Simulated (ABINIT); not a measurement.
Troubleshooting ABINIT: a failed run on SrMg (Pm-3m, 2 atoms in the cell). The aim is a self-consistent single point with DFT, PBEsol, plane waves, norm-conserving pseudopotentials (PseudoDojo nc-sr-04 PBEsol standard).

Cell that was meant: a = 4.1903 Å, b = 4.1903 Å, c = 4.1903 Å, α = 90.00°, β = 90.00°, γ = 90.00°.

Part of the input:

```
nshiftk 1
shiftk 0 0 0
nstep 80
prtwf 0
prtden 0
prtvol 1
enunit 1
```

Output, abridged:

```
 Perdew, Burke & Ernzerhof SOL
 J. P. Perdew, A. Ruzsinszky, G. I. Csonka, O. A. Vydrov, G. E. Scuseria, L. A. Constantin, X. Zhou, and K. Burke, Phys. Rev. Lett. 100, 136406 (2008)
 Perdew, Burke & Ernzerhof SOL
 J. P. Perdew, A. Ruzsinszky, G. I. Csonka, O. A. Vydrov, G. E. Scuseria, L. A. Constantin, X. Zhou, and K. Burke, Phys. Rev. Lett. 100, 136406 (2008)

--- !ERROR
src_file: m_chkinp.F90
src_line: 4101
mpi_rank: 0
message: |
    For the SCF case, one and only one of the input tolerance criteria
    toldff, tolrff, toldfe or tolvrs must differ from zero, while they are
    toldff=  0.000000E+00, tolrff=  0.000000E+00, toldfe=  0.000000E+00
    and tolvrs=  0.000000E+00 for idtset: 1
    Action: change your input file and resubmit the job.
...

--- !ERROR
src_file: m_chkinp.F90
src_line: 4218
mpi_rank: 0
message: |
    Checking consistency of input data against itself gave 1 inconsistency.
    The details of the problem can be found above (or in output or log file).
    In parallel, the details might not even be printed there. Then, try running in sequential to see the details.
...

 abinit_abort: decision taken to exit. Check above messages for more info
Abort(13) on node 0 (rank 0 in comm 0): application called MPI_Abort(MPI_COMM_WORLD, 13) - process 0

--- !ERROR
src_file: m_chkinp.F90
src_line: 4101
mpi_rank: 0
message: |
    For the SCF case, one and only one of the input tolerance criteria
    toldff, tolrff, toldfe or tolvrs must differ from zero, while they are
    toldff=  0.000000E+00, tolrff=  0.000000E+00, toldfe=  0.000000E+00
    and tolvrs=  0.000000E+00 for idtset: 1
    Action: change your input file and resubmit the job.
...

--- !ERROR
src_file: m_chkinp.F90
src_line: 4218
mpi_rank: 0
message: |
    Checking consistency of input data against itself gave 1 inconsistency.
    The details of the problem can be found above (or in output or log file).
    In parallel, the details might not even be printed there. Then, try running in sequential to see the details.
...
```

**Question.** From the messages shown, name the fault and mend the input.

**Answer.** The fault is no stopping criterion. The self-consistent loop needs one tolerance to decide when to stop. To fix it, give one tolerance. The program stopped before any SCF iteration.

An input that runs soundly differs in these lines (not the only fix; some lines may just follow from the change or write a value another way):
```diff
+tolvrs 1.0e-10
```

With that input, the run converged in 9 iterations: free energy E − TS -2544.53 eV; Fermi level (on the code's own zero) 4.14 eV; pressure -0.93 GPa (DFT, PBEsol, plane waves, norm-conserving pseudopotentials (PseudoDojo nc-sr-04 PBEsol standard)).

On the sound input: the starting cell comes from a database of computed structures (which also holds hypothetical and non-ambient phases and stackings), without a prior relaxation at this level.
